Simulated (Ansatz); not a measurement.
Consider the following.

```
CELL_PARAMETERS angstrom
      3.21035     0.00000     0.00000
     -1.60517     2.78024     0.00000
      0.00000     0.00000     5.13653
ATOMIC_POSITIONS crystal
  Mg 0.33333 0.66667 0.25000
  Mg 0.66667 0.33333 0.75000
```

All values below come from PBE, DFPT electron-phonon coupling, linearised Boltzmann equation (plane waves, PAW, scalar-relativistic; Ansatz, a program for electronic structure). Condition of this run: functional PBE, cell relaxed with it. Geometry: relaxed with this functional, without spin-orbit coupling.

Q: Predict the intrinsic resistivity at 50 K.

A: 0.151 (x), 0.151 (y), 0.137 (z) μΩ·cm.

Q: How long is the mean free path there?

A: 840 nm, weighted by the current that each state carries. Wires not much wider than this gain resistivity from their walls.

A metal at this level (no band gap). Only scattering by harmonic phonons is included (no impurities, grain boundaries, electron-electron scattering or thermal expansion). Spin-orbit coupling is left out. Halving the electron mesh (32x32x16) moves the resistivity by up to 11 % at 50 K, the mean free path by up to 9 %. Smearing 0.20 eV; phonons on a 5x5x3 q mesh, which this run doesn't test.
